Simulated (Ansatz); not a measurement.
The parent structure is BaTiO$_{3}$ (space group P4mm, No. 99; a = 3.9554 Å, c = 4.0442 Å). Axes: x, y, z lie along a, b, c of the conventional cell.

The values are results of PBEsol in Ansatz (plane waves to 420 eV, PAW, no spin-orbit coupling), not measurements.

Base values:

```
Item                  Result
-------------------  -------
Band gap             1.85 eV
Smallest direct gap  2.22 eV
```

Modification: strain tensor (xx, yy, zz, yz, xz, xy) = (−0.49, −1.67, −1.70, −1.49, −2.47, +1.41) %; the atoms relax in the strained cell.

Question: Estimate the effect on the band gap and smallest direct gap.

Answer: The band gap goes up by 0.12 eV (1.85 eV → 1.97 eV); the smallest direct gap shrinks by 0.12 eV, from 2.22 eV to 2.10 eV.

Whether these cells are dynamically stable was not tested. All final runs are without spin polarisation.

Ansatz is a program for electronic structure.
